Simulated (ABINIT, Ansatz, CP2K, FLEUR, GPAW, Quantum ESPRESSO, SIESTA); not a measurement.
## NaF (Fm-3m, 2 atoms in the cell) computed with different codes at matched settings

Self-consistent single point.

```
CELL_PARAMETERS angstrom
      0.00000     2.31500     2.31500
      2.31500     0.00000     2.31500
      2.31500     2.31500     0.00000
ATOMIC_POSITIONS crystal
  Na 0.00000 0.00000 0.00000
  F  0.50000 0.50000 0.50000
```

All programs got the same cell, k-point mesh and kind of occupations (in Ansatz's words: kpoints.mp_grid.grid = 6 6 6; scf.occupations.method = fermi_dirac; scf.occupations.width = 0.05 eV); potentials, basis and cutoffs are each program's usual ones.

| code | model | pressure (GPa) | gap on the mesh (eV) | k-points | cutoff |
|---|---|---|---|---|---|
| ABINIT | PBE, norm-conserving pseudopotentials (PseudoDojo nc-sr-05 PBE standard) | 2.20 | 6.354 | 16 | 44 Ha |
| FLEUR | PBE, all-electron FLAPW (FLEUR), scalar-relativistic valence | – | 6.550 | 16 | Kmax 4.2 1/bohr |
| CP2K | PBE, GPW, DZVP-MOLOPT-SR-GTH basis, GTH-PBE potentials (GTH_POTENTIALS) | 2.10 | 6.442 | 112 | grid 950 Ry |
| SIESTA | GGA PBE, numerical atomic orbitals DZP, PseudoDojo PBE standard norm-conserving potentials (rewritten from UPF to PSML) | -0.57 | 6.166 | 132 | grid 300 Ry |
| GPAW | PBE, GPAW PAW datasets PBE (gpaw-data 1.0.1) | – | 6.341 | 16 | 900 eV |
| Quantum ESPRESSO | PBE, PseudoDojo standard norm-conserving (PBE) pseudopotentials | 2.19 | 6.354 | 16 | 90 Ry |
| Ansatz | PBE, default PAW files | 1.80 | 6.330 | 16 | 420 eV |

A dash marks a value that a program does not give, or that is left out as unsure.

Gaps are read on the mesh.

The spread over the programs that give each value: pressure within 2.77 GPa; gap on the mesh within 0.384 eV.

The starting cell has typed, rounded lattice constants, without a prior relaxation at this level.

Why do the programs differ, and what cannot be compared?

Differences of this kind can come from the potentials, where these differ, and from what each basis and cutoff leave unconverged. The valence holds different numbers of electrons (ABINIT 16, FLEUR 16, CP2K 16, SIESTA 16, GPAW 14, Quantum ESPRESSO 16, Ansatz (a first-principles code) 16). The zero of total energies and Fermi levels follows the potentials and each program's conventions, so they are not compared here. CP2K and SIESTA use small atom-centred bases, whose incompleteness enters pressures, forces and empty levels differently from a plane-wave cutoff. FLEUR treats all electrons, but the usual bases taken here (sphere radii, linearisation, local orbitals, empty states) were not tested for convergence, so the values are no reference for the others. Ansatz's pressure is given at a fixed set of plane waves, as the other plane-wave codes print theirs; with its correction for the finite basis it is 2.27 GPa (the shift of 0.47 GPa shows how far the cutoff is from converged). The pressure of GPAW is left out: its cutoff lies under the one at which its stress was checked. The programs reduce the same mesh by symmetry to different extents, which changes the work and not the result. In the pressure, SIESTA (by 2.76) lies more than 1 GPa from the median of the plane-wave programs. In the gap, FLEUR (by 0.202) and SIESTA (by 0.181) lie more than 0.12 eV from the median of the plane-wave programs.

Left out of this page: Elk (failed or unconverged).

Keys are those of Ansatz 0.2.
